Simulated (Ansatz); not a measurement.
Consider Tl in the hcp (Mg type) structure (space group P6_3/mmc, No. 194; a = 3.520 Å, c = 5.602 Å).

Method: r2SCAN (Ansatz, an electronic-structure program), spin-orbit coupling left out.

For the base:

```
Property            Value
---------------  --------
Volume per atom  30.05 Å³
Band gap             zero
```

Now apply this change: cell and atoms relaxed at a pressure of 30 GPa.

**Question.** How does this affect the volume per atom?

**Answer.** The volume per atom drops by 9.04 Å³, from 30.05 Å³ to 21.01 Å³.

**Question.** What happens to the band gap?

**Answer.** The band gap remains zero.

Load acts through the strain it causes; cell and atoms are relaxed under it. Stability against distortions was not tested. No other phases were tried under pressure.
